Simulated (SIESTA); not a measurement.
A working SIESTA input for LuSb₃ (P6_3/mmc, 8 atoms in the cell) (DFT, GGA PBEsol, numerical atomic orbitals DZP, PseudoDojo PBEsol standard norm-conserving potentials (rewritten from UPF to PSML)):

```
# files in the folder: Lu.psml Sb.psml (PseudoDojo PBEsol standard)
SystemName  LuSb3
SystemLabel LuSb3

NumberOfAtoms                8
NumberOfSpecies              2
%block ChemicalSpeciesLabel
  1 71 Lu
  2 51 Sb
%endblock ChemicalSpeciesLabel
LatticeConstant              1.0 Ang
%block LatticeVectors
     6.456202000    0.000000000    0.000000000
    -3.228101000    5.591234000    0.000000000
     0.000000000    0.000000000    5.724034000
%endblock LatticeVectors
AtomicCoordinatesFormat      Fractional
%block AtomicCoordinatesAndAtomicSpecies
     0.333333000    0.666667000    0.750000000  1
     0.666667000    0.333333000    0.250000000  1
     0.175605000    0.351210000    0.250000000  2
     0.824395000    0.648790000    0.750000000  2
     0.824395000    0.175605000    0.750000000  2
     0.175605000    0.824395000    0.250000000  2
     0.648790000    0.824395000    0.250000000  2
     0.351210000    0.175605000    0.750000000  2
%endblock AtomicCoordinatesAndAtomicSpecies

XC.functional                GGA
XC.authors                   PBEsol
PAO.BasisSize                DZP
PAO.EnergyShift              0.01 Ry
MeshCutoff                   300 Ry
%block kgrid.MonkhorstPack
    3   0   0  0.0
    0   3   0  0.0
    0   0   3  0.0
%endblock kgrid.MonkhorstPack
OccupationFunction           FD
ElectronicTemperature        1160.45 K

MaxSCFIterations             150
SCF.Mixer.Method             Pulay
SCF.Mixer.Weight             0.2
SCF.Mixer.History            6
SCF.DM.Tolerance             1.0E-04
Diag.ParallelOverK           true
WriteForces                  true
Charge.Mulliken              end
```

The run converged in 10 iterations: free energy E − TS -28223.7452 eV; Fermi level (on the code's own zero) -3.07 eV; pressure 1.01 GPa; largest force (vector length) 0.371 eV/Å. Each of these slips is then made, one at a time:

(1)
```diff
-# files in the folder: Lu.psml Sb.psml (PseudoDojo PBEsol standard)
+# files in the folder: Sb.psml (PseudoDojo PBEsol standard)
```

(2)
```diff
-    3   0   0  0.0
-    0   3   0  0.0
-    0   0   3  0.0
+    1   0   0  0.0
+    0   1   0  0.0
+    0   0   1  0.0
```

**Question.** How does each altered input end?

**Answer.** 
(1) A potential or basis that cannot be found. The program stopped before any SCF iteration.

(2) A single k-point for a small metallic cell. The run converged in 10 iterations without an error; against the sound input the free energy drops by 445 meV/atom, the pressure goes from 1.01 to -2.28 GPa and the largest force moves little (0.371 to 0.368 eV/Å).

The starting cell comes from a database of computed structures (which also holds hypothetical and non-ambient phases and stackings), without a prior relaxation at this level. Its lattice was rescaled by a random factor within 2.5 % of one. Values carry the incompleteness of an atom-centred basis. The run gives no clean gap (levels at the Fermi energy touch, overlap or are partly filled at this smearing), which alone does not show that the compound is a metal. Without a gap this mesh is coarse (it stands for a supercell whose shortest vector is 17 Å).

Left out of this page: 3 runs of the series outside the window shown, repeating another row's setting, or not comparable.
